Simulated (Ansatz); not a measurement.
SrZrS3 (model structure, started from the cubic perovskite type, Pm-3m, No. 221, 5 atoms in the cell) was calculated with HSE06 (plane waves, PAW; Ansatz, a quantum-chemistry and plane-wave program).

Settings: plane-wave cutoff 460 eV, 4×4×4 k mesh, Fermi–Dirac smearing 0.01 eV, scalar-relativistic PAW data made under PBE.

Cell (relaxed with PBEsol):

```cif
data_S3SrZr
_chemical_formula_sum 'Sr1 Zr1 S3'
_space_group_name_H-M_alt 'Pm-3m'
_space_group_IT_number 221
_space_group_name_Hall '-P 4 2 3'
_cell_length_a 4.94808
_cell_length_b 4.94808
_cell_length_c 4.94808
_cell_angle_alpha 90.000
_cell_angle_beta 90.000
_cell_angle_gamma 90.000
loop_
_atom_site_label
_atom_site_type_symbol
_atom_site_symmetry_multiplicity
_atom_site_Wyckoff_symbol
_atom_site_fract_x
_atom_site_fract_y
_atom_site_fract_z
_atom_site_occupancy
Sr1 Sr 1 a 0.00000 0.00000 0.00000 1
Zr1 Zr 1 b 0.50000 0.50000 0.50000 1
S1 S 3 c 0.00000 0.50000 0.50000 1
```

Q: Predict the band gap and smallest direct gap on the k points sampled.

A: 
band gap: 1.11 eV (on the SCF k mesh)
smallest direct gap on the k points sampled: 1.68 eV

Note: the relaxation could raise the start's symmetry but not lower it, so the cell can be a saddle point; cell and atoms aren't relaxed at this level (pressure 1.8 GPa).

Spin–orbit coupling is not included.

The computed numbers hold no vibrational or temperature effects.

A model structure was made by putting elements into a prototype or built by hand; it is no filed structure, need not be a known phase, and can be a saddle point held by its symmetry.
